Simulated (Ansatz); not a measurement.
# Effect of pressure 0.9 GPa on Sn

Consider Sn in the diamond structure (space group Fd-3m, No. 227; a = 6.6562 Å).

The change: cell and atoms relaxed at a pressure of 0.9 GPa.

All numbers come from PBE (Ansatz, a quantum-chemistry and plane-wave program; PAW; 420 eV plane waves; no SOC). Γ-centred 12×12×12 mesh, Fermi–Dirac width 0.05 eV.

The volume per atom shrinks by 0.86 Å³ (36.86 Å³ → 36.00 Å³) and the density goes up by 0.13 g/cm³ (5.35 g/cm³ → 5.48 g/cm³). The lattice parameter a falls by 0.052 Å (6.656 Å → 6.604 Å) and the shortest interatomic distance decreases by 0.0226 Å, from 2.882 Å to 2.860 Å. The enthalpy H = E + PV relative to the base's energy is +0.20 eV/atom and the band gap stays zero.

Load acts through the strain it causes; cell and atoms are relaxed under it. No phonon test of stability was made.
